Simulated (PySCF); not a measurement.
PySCF 2.14.0, PBE/def2-svp, df: [SiH3][PH3+], charge +1, multiplicity 1, 8 atoms. The geometry is a generated start, not checked to be a minimum at this level.

```json
{
 "task": "energy",
 "method": "pbe",
 "basis": "def2-svp",
 "two_electron_scheme": "density fitting",
 "mol.max_memory": "3000 MB",
 "mf.max_cycle": "100",
 "mf.conv_tol": "1e-09 (default)",
 "mf.grids.level": "3 (default)",
 "basis_functions": "66",
 "grid_points": "97208"
}
```

```xyz
8

Si    -1.3114     0.1510    -0.0265
P      1.0263    -0.1220     0.0187
H     -1.6747    -0.8172    -1.0589
H     -1.3974     1.5644    -0.3811
H     -1.6465    -0.2049     1.3518
H      1.5358    -1.3630     0.3336
H      1.7410     0.6574     0.9006
H      1.7268     0.1344    -1.1382
```

Charge 1 and multiplicity 1 are set for this test and not shown to be the ground state.

With the defaults (mf.diis = true, mf.diis_damp = 0, mf.init_guess = minao, mf.level_shift = 0, mf.diis_space = 8, mf.damp = 0, mf.diis_start_cycle = 1, mf.DIIS = CDIIS) it converges in 10 Fock builds. One run each on 2 threads, 1 BLAS thread, with these changes:
- mf.diis_space = 3
- mf.DIIS = EDIIS
- mf.diis_damp = 0.3
- mf.damp = 0.7, mf.diis_start_cycle = 8
- mf.diis = false, mf.damp = 0.7, mf.diis_start_cycle = 999
- mf.diis = false
- mf.level_shift = 1 Hartree
- mf.init_guess = 1e
- mf.level_shift = 0.3 Hartree

Q: Name the settings that don't reach the solution of the defaults.

A: No convergence: mf.diis = false (the run ends without SCF convergence in 100 cycles). The rest reach the solution of the defaults.

| setting | Fock builds | end |
|---|---|---|
| the defaults | 10 | same solution |
| mf.diis_damp = 0.3 | 10 | same solution |
| mf.diis_space = 3 | 12 | same solution |
| mf.level_shift = 0.3 Hartree | 12 | same solution |
| mf.init_guess = 1e | 14 | same solution |
| mf.damp = 0.7, mf.diis_start_cycle = 8 | 14 | same solution |
| mf.diis = false, mf.damp = 0.7, mf.diis_start_cycle = 999 | 23 | same solution |
| mf.level_shift = 1 Hartree | 28 | same solution |
| mf.DIIS = EDIIS | 62 | same solution |
| mf.diis = false | 101 | no convergence |
